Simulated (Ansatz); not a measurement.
The reference is Ag in the fcc (Cu type) structure (space group Fm-3m, No. 225; relaxed with 0.1 eV smearing).

```
Ag
1.0
    0.00000     2.00044     2.00044
    2.00044     0.00000     2.00044
    2.00044     2.00044     0.00000
Ag
1
Direct
  0.00000   0.00000   0.00000
```

Cartesian axes are those of the cell as printed.

The values are results of plane-wave PAW DFT at the LDA level (Ansatz, a first-principles code, 420 eV), no spin-orbit coupling, not measurements.

The change: biaxial strain −2.50 %, plane normal [001], relaxed out of plane (Cartesian); in-plane vectors clamped, the third vector and the atoms free.

Question: Estimate the effect on the energy relative to the base and in-plane stress.

Answer: The energy rises by 8.3 meV/atom; the mean in-plane stress (compression positive) amounts to +3.5 GPa.

Stability against distortions was not tested.
